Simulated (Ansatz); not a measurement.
# What a tighter setting buys: kpoints.mp_grid.grid, Sn₃P₄ (C2, 7 atoms in the cell)

Cell: a = 4.2513 Å, b = 4.2513 Å, c = 10.6330 Å, α = 101.87°, β = 101.87°, γ = 72.04°.

Method: PBEsol, default PAW files made with PBE (plane waves; Ansatz, a first-principles code).

Base settings: kpoints.mp_grid.grid = 7 7 3; hamiltonian.xc = pbesol; hamiltonian.pseudopotentials = {kind: paw} (the program's default PAW files); scf.occupations.method = methfessel_paxton; scf.occupations.width = 0.2 eV.

Misses are taken against the tightest run, 16 16 7, which need not be fully converged itself. The energy is the free energy per atom.

The count of work is k-points × plane waves × bands × iterations; it is no time, and leaves out set-up, grids and terms that scale otherwise. Core times come from one kind of shared machine and are given to one figure; runs under 30 s give none.

The starting cell comes from a database of computed structures (which also holds hypothetical and non-ambient phases and stackings), without a prior relaxation at this level. Its lattice was rescaled by a random factor within 2.5 % of one. Ansatz's pressure includes its estimate of the finite-basis (Pulay) stress. The run gives no clean gap (levels at the Fermi energy touch, overlap or are partly filled at this smearing), which alone does not show that the compound is a metal.

```tsv
kpoints.mp_grid.grid	energy less reference (meV/atom)	pressure less reference (GPa)	largest difference in the force on any atom (eV/Å)	count of work / reference	core time / reference (rough)
1 1 1	1706.70	17.56	2.572	0.0023	–
2 2 1	12.82	0.75	0.625	0.0055	–
3 3 1	-2.90	-0.03	0.337	0.0073	–
3 3 2	-11.47	-0.10	0.239	0.015	–
4 4 2	-11.90	-0.16	0.094	0.025	–
5 5 2	-4.30	-0.03	0.064	0.033	–
6 6 3	2.36	0.03	0.018	0.071	–
7 7 3	1.97	0.03	0.039	0.091	–
8 8 3	0.30	0.01	0.016	0.12	0.1
9 9 4	-0.27	0.00	0.013	0.20	0.2
11 11 5	-0.15	0.00	0.008	0.35	0.4
13 13 5	0.12	0.00	0.004	0.48	0.5
16 16 7	0.00	0.00	0.000	1.0	1
```

Coarsest setting among those run that, with all tighter ones, holds the energy within 1 meV/atom of the reference: 8 8 3, off by 0.30 meV/atom; it needs 0.12 of the reference's count of work and about 0.1 of the reference's time.

The step from 4 4 2 to 6 6 3: it takes the miss in the energy from 12 to 2.4 meV/atom, for 2.8 times the count of work.

Keys are those of Ansatz 0.2.
